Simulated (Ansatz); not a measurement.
# A computed series for PbSe: response to strain

The reference is PbSe in the rock salt structure (space group Fm-3m, No. 225; a = 6.178 Å). Axes: x, y, z lie along the cube axes.

Strains are applied to the cell and any free atomic positions relax.

Computed with DFT with r2SCAN, PAW potentials and a 500 eV plane-wave cutoff in Ansatz (a first-principles code), scalar-relativistic without spin-orbit coupling, earlier PAW set.

Candidates:
(a) strain tensor (xx, yy, zz, yz, xz, xy) = (+0.09, −0.95, −0.35, +1.18, −1.78, +0.38) %
(b) uniaxial strain ε_xx = +1.42 %
(c) uniaxial strain ε_yy = −1.03 %

Before the change:

```
Quantity    Value
--------  -------
Band gap  0.67 eV
```

Problem. Order them by band gap, lowest first.

Solution. (a) strain tensor (xx, yy, zz, yz, xz, xy) = (+0.09, −0.95, −0.35, +1.18, −1.78, +0.38) % (0.34 eV), (c) uniaxial strain ε_yy = −1.03 % (0.64 eV), (b) uniaxial strain ε_xx = +1.42 % (0.71 eV)

With Pb present, leaving out spin-orbit coupling can change the band edges. Stability against distortions was not tested.
